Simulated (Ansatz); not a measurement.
An Ansatz (a first-principles code) run: InP with a change (biaxial strain +0.48 %, plane normal [111], relaxed out of plane); r2SCAN/PAW in Ansatz, no SOC.

Input:

Ansatz 0.2 input:
```yaml
crystal:
  lattice:
    - [4.1969381893, 0, 0]
    - [2.0984690947, 3.6346550901, 0]
    - [2.0984690947, -1.2115516967, 3.402230689]
  atoms:
    - { symbol: P, position: [0.5, 0.75, 0.25] }
    - { symbol: In, position: [0, 0, 0] }
basis: { ecutwfc: 500, ecutrho_ratio: 4, xc_grid: 4, fft_grid_basis: typed }
kpoints: { mp_grid: { grid: [10, 10, 10] } }
hamiltonian:
  xc: r2scan
  dispersion: none
  pseudopotentials: { kind: paw }
scf: { occupations: { method: fermi_dirac, width: 0.05 } }
relax: { f_tol: 0.005, max_steps: 50, cell: { stress_tol: 0.01, fix: [a, b, gamma] } }
output: { forces: true, stress: true }
checkpoint: { write: state.ck, write_every: 1000 }
```

Output (explanatory and most iteration lines left out):

```
Relaxation: its limit of steps is 50 (relax.max_steps)
Pseudopotential: P, paw, valence charge 5
Pseudopotential: In, paw, valence charge 13
Crystal: 2 atoms, lattice volume = 51.899 Å³
Basis set: ecut = 500 eV, 1351 PW (Γ), exchange–correlation on 128×128×128 points (64 copies of the dense FFT grid, shifted against one another)
Bands: 13, of which v1, the nominal top of the filled ones, is band 9 counted from 1 (8 counted from 0)
Symmetry: 6 space group operations
Space group: R3m (ITA 160), of the structure as read, at distance tolerance 3.7e-5 Å
k-points: 116 of 1000 (time reversal used)
Functional: x = r2scan, c = r2scan; τ floored in thin density (d = 2e-4 eV/Å³)
SCF iter   1: F=—  HF=-6371.731736 eV  |F-HF|=—  |Δ(HF+E_count)|=         —  Δρ=6.84e-3  dr2=1.88e-2  dr2_τ=9.99e-3  ethr=1.77e-3  ⟨swp⟩=6.1  Hψ=10251  notcnv=0
SCF iter   2: F=—  HF=-6371.737942 eV  |F-HF|=—  |Δ(HF+E_count)|=   6.21e-3  Δρ=1.81e-3  dr2=2.05e-3  dr2_τ=1.18e-4  ethr=1.04e-4  ⟨swp⟩=2.3  Hψ=3986  notcnv=0
SCF 1 converged in 6 iterations: F = -6371.738003 eV  dr2 = 3.72e-8
relax step   1: F+E_penalty+E_count = -6371.73800303 eV  Δ(F+E_penalty+E_count) = +0.000e0 eV  max|allowed force component| = 6.310e-2 eV/Å  Δτ_max = 0.0000 Å  P = -0.479 GPa  Ω = 51.899 Å³  fix = [a, b, gamma]  reactions: a -0.806, b -0.806 GPa  (6 SCF iters, dr2 threshold 1.00e-7 eV, accepted)
[... steps on the carried basis left out ...]
relax step   3: F+E_penalty+E_count = -6371.73825950 eV  Δ(F+E_penalty+E_count) = -5.200e-6 eV  max|allowed force component| = 2.256e-4 eV/Å  Δτ_max = 0.0007 Å  P = -0.461 GPa  Ω = 51.881 Å³  energy of the carried Pulay correction = +1.691e-6 eV  fix = [a, b, gamma]  reactions: a -0.689, b -0.689 GPa  (5 SCF iters, dr2 threshold 3.17e-9 eV, accepted)
Crystal: 2 atoms, lattice volume = 51.881 Å³
SCF iter   1: F=—  HF=-6371.738256 eV  |F-HF|=—  |Δ(HF+E_count)|=         —  Δρ=3.19e-6  dr2=3.11e-9  dr2_τ=2.37e-10  ethr=9.51e-7  ⟨swp⟩=3.1  Hψ=14228  notcnv=0
SCF iter   2: F=—  HF=-6371.738257 eV  |F-HF|=—  |Δ(HF+E_count)|=   1.82e-6  Δρ=2.54e-6  dr2=1.95e-9  dr2_τ=3.02e-10  ethr=1.73e-11  ⟨swp⟩=3.7  Hψ=3591  notcnv=0
SCF 4 converged in 7 iterations: F = -6371.738257 eV  dr2 = 7.48e-13
SCF converged after 7 iterations
Free energy (F): -6371.738257 eV
Internal energy: -6371.738257 eV  (E = F + TS)
E sigma→0 (E₀):  -6371.738257 eV
Entropy (-TS):   -0.000000 eV (-0.000 meV/atom)
Fermi energy:    6.973854 eV
--- Forces (eV/Å), atoms counted from 1 ---
  atom   1  P      0.00000000    -0.00000000     0.00022526
  atom   2  In    -0.00000000     0.00000000    -0.00022588
--- Stress (GPa, compression-positive) ---
       -0.689124      -0.000000       0.000000
       -0.000000      -0.689124       0.000000
        0.000000       0.000000      -0.005714
  P = ⅓ Tr σ = -0.4613 GPa (-4.613 kbar)
--- Relaxed structure (3 steps of the walk, 3 accepted, 1 SCFs on fresh bases) ---
  cell:  # Å, volume = 51.8806 Å³
    - [4.1969381893306785, -2.886768258154085e-11, -4.111971560923473e-11]
    - [2.098469094690339, 3.634655090058998, -2.055964033960205e-11]
    - [2.098469094690327, -1.2115516967055775, 3.4010198107714844]
  atoms:
    - { symbol: P, position: [0.5008280452377633, 0.7495859773811184, 0.2487579321433551] }
    - { symbol: In, position: [-0.0008280452377632686, 0.00041402261888163425, 0.001242067856644903] }
```

No phonon test of stability was made. The cell was made from InP in the zinc blende structure (space group F-43m, No. 216) by this change: biaxial strain +0.48 %, plane normal [111], relaxed out of plane.
